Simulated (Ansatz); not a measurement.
# Ansatz run on LaAs (Fm-3m, 2 atoms in the cell): self-consistent single point

Computed with LDA (PW92), default PAW files made with PBE (plane waves; Ansatz, a program for electronic structure).

This input was run:

Ansatz 0.2 input:
```yaml
# LaAs
crystal:
  lattice:
    - [0.000000, 3.114580, 3.114580]
    - [3.114580, 0.000000, 3.114580]
    - [3.114580, 3.114580, 0.000000]
  atoms:
    - { symbol: La, position_ang: [0.000000, 0.000000, 0.000000] }
    - { symbol: As, position_ang: [3.114580, 3.114580, 3.114580] }
basis:
  ecutwfc: 420.0
kpoints:
  mp_grid:
    grid: [9, 9, 9]
hamiltonian:
  xc: lda
  pseudopotentials:
    kind: paw
scf:
  occupations:
    method: gaussian
    width: 0.1
output:
  forces: true
  eigenvalues: true
  stress: true
```

The program printed (abridged):

```
WARN ansatz: RAYON_NUM_THREADS=1 ignored (pool sized by the plan → 1); use --threads N
Pseudopotentials: kind: paw
Pseudopotential: La, paw, valence charge 11
Pseudopotential: As, paw, valence charge 15
Crystal: 2 atoms, lattice volume = 60.427 Å³
Basis set: ecut = 420 eV, 1243 PW (Γ)
Bands: 17, of which v1, the nominal top of the filled ones, is band 13 counted from 1 (12 counted from 0)
Symmetry: 48 space group operations
Space group: Fm-3m (ITA 225), of the structure as read, at distance tolerance 3.9e-5 Å
k-points: 35 of 729
PAW frozen core: La, regenerated for the run's functional, and the local potential with it
PAW frozen core: As, regenerated for the run's functional, and the local potential with it
Initial density: superposition of atomic densities (neutral atoms: chi_scale 0, normalization atom), corrected by the library's trained network
Initial wavefunctions: pseudopotential atomic-orbital guess
Eigensolver: davidson
Functional: x = slater, c = lda
SCF iter   1: F=—  HF=-10852.818296 eV  |F-HF|=—  |Δ(HF+E_count)|=         —  Δρ=4.20e-3  dr2=5.21e-3  ethr=1.77e-3  ⟨swp⟩=4.0  Hψ=2386  notcnv=0
all-band conjugate gradients solve this SCF's bands
preconditioner: auto → none
SCF iter   2: F=—  HF=-10852.815783 eV  |F-HF|=—  |Δ(HF+E_count)|=   2.51e-3  Δρ=1.69e-3  dr2=7.68e-4  ethr=2.01e-5  ⟨swp⟩=2.0  Hψ=1295  notcnv=0
SCF iter   3: F=—  HF=-10852.815835 eV  |F-HF|=—  |Δ(HF+E_count)|=   5.13e-5  Δρ=6.52e-4  dr2=3.08e-4  ethr=2.95e-6  ⟨swp⟩=2.0  Hψ=1082  notcnv=0
SCF iter   4: F=—  HF=-10852.815753 eV  |F-HF|=—  |Δ(HF+E_count)|=   8.14e-5  Δρ=2.38e-4  dr2=2.89e-5  ethr=1.19e-6  ⟨swp⟩=3.0  Hψ=1063  notcnv=0
SCF iter   5: F=—  HF=-10852.815752 eV  |F-HF|=—  |Δ(HF+E_count)|=   1.61e-6  Δρ=3.90e-5  dr2=5.91e-7  ethr=1.11e-7  ⟨swp⟩=2.0  Hψ=701  notcnv=0
SCF iter   6: F=-10852.815752 eV  HF=-10852.815752 eV  |F-HF|=4.19e-9  |Δ(HF+E_count)|=   3.13e-8  Δρ=7.66e-6  dr2=1.65e-8  ethr=3.85e-10  ⟨swp⟩=6.2  Hψ=2987  notcnv=0
SCF 1 converged in 6 iterations: F = -10852.815752 eV  dr2 = 1.65e-8
SCF converged after 6 iterations
Free energy (F): -10852.815752 eV
Harris-Foulkes:  -10852.815752 eV  (|F-HF|=4.19e-9)
Internal energy: -10852.814759 eV  (E = F + TS)
E sigma→0 (E₀):  -10852.815255 eV
Entropy (-TS):   -0.000992 eV (-0.496 meV/atom)
Fermi energy:    9.201754 eV
--- Per-component energies (eV) ---
  E_band       = -287.495697
  E_kinetic    = 294.189664
  E_local      = -2290.288328  (includes V_loc(G=0)·N_el)
  E_nonlocal   = -565.798432
  E_hartree    = 1170.926298
  E_xc         = -216.966138
  E_vxc        = -226.532952  (∫ρ·V_xc dr)
  E_paw        = -6998.069018  (= ΣΔE_a)
  E_vpaw       = 159.079440  (= ΣTr[D̂ρ^β])
  E_aug_tail   = 0.000010  (compensation charges beyond the density's cutoff)
  E_ewald      = -2249.206761
  E_core_change = 2.397946  (= ΣΔE_core)
  E_smearing   = -0.000992  (= −TS)
  E_closure    = 0.000000  (closes the sum)
  Σ components = -10852.815752   (vs F -10852.815752, Δ=0.00e0)
--- Forces (eV/Å), atoms counted from 1 ---
  atom   1  La    -0.00000000    -0.00000000    -0.00000000
  atom   2  As     0.00000000     0.00000000     0.00000000
  max |Σ_I F_I| component: 3.42e-30 eV/Å
--- Stress (GPa, compression-positive) ---
       -5.143103       0.000000       0.000000
        0.000000      -5.143103      -0.000000
       -0.000000       0.000000      -5.143103
  P = ⅓ Tr σ = -5.1431 GPa (-51.431 kbar)
  The stress holds the Pulay correction. Without it, at fixed plane waves, as pw.x and ABINIT print it: P = -5.1574 GPa
--- Band table (eV; the first three rows and the last of 35) ---
  k-point 0: bands = ["-24.8879", "-24.8879", "-24.8772", "-24.8772", "-24.8772", "-22.9767", "-6.4736", "-6.4736", "-6.4736", "-0.6208", "9.3051", "9.3051", "9.3051", "10.8281", "10.8281", "10.8281", "11.3502"]
  k-point 1: bands = ["-24.8879", "-24.8879", "-24.8772", "-24.8772", "-24.8772", "-22.9731", "-6.5414", "-6.4771", "-6.4771", "-0.4873", "8.6907", "8.9680", "8.9680", "10.7895", "10.9642", "10.9642", "11.5018"]
  k-point 2: bands = ["-24.8879", "-24.8879", "-24.8772", "-24.8771", "-24.8771", "-22.9639", "-6.7038", "-6.4861", "-6.4861", "-0.1469", "7.6302", "8.3718", "8.3718", "10.8191", "11.2329", "11.2329", "11.6580"]
  k-point 34: bands = ["-24.8907", "-24.8878", "-24.8771", "-24.8770", "-24.8767", "-22.9326", "-6.7725", "-6.7037", "-6.6297", "0.0648", "7.4535", "8.0350", "8.1143", "10.9534", "11.2657", "11.6054", "11.6066"]
```

The run converged in 6 iterations.

The starting cell comes from a database of computed structures (which also holds hypothetical and non-ambient phases and stackings), without a prior relaxation at this level. Its lattice was rescaled by up to half a per cent. With a pressure of about -5 GPa the cell is away from its equilibrium volume at this level. Ansatz's pressure includes its estimate of the finite-basis (Pulay) stress.
